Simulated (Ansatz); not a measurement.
Start from KF in the rock salt structure (space group Fm-3m, No. 225).

```
KF
1.0
    0.00000     2.65339     2.65339
    2.65339     0.00000     2.65339
    2.65339     2.65339     0.00000
K F
1 1
Direct
  0.00000   0.00000   0.00000
  0.50000   0.50000   0.50000
```

The values are results of Ansatz (a program for electronic structure), PBEsol, PAW, cutoff 420 eV, no spin-orbit coupling, not measurements.

Before the change:

| Quantity | Result |
|---|---|
| Pressure | -0.01 GPa |
| Electron mass | 0.54 mₑ (at Γ) |
| Gap character | direct at Γ |

Perturbation: every lattice vector is stretched by 1.50 %; the atoms relax in the strained cell.

**Question.** What does the calculation give for the pressure after the change?

**Answer.** The pressure falls by 1.32 GPa to -1.33 GPa.

**Question.** Estimate the effect on the energy relative to the base.

**Answer.** The energy increases by 3.8 meV/atom.

**Question.** What does the calculation give for the mean gap deformation potential ΔEg/Δln V after the change?

**Answer.** The mean gap deformation potential ΔEg/Δln V comes out as -5.0 eV.

**Question.** What happens to the electron mass?

**Answer.** The electron mass is still 0.54 mₑ (at Γ).

**Question.** How does this affect the gap character?

**Answer.** The gap character is still direct at Γ.

Effective masses come from finite differences of ±0.01 Å⁻¹. Stability against distortions was not tested.
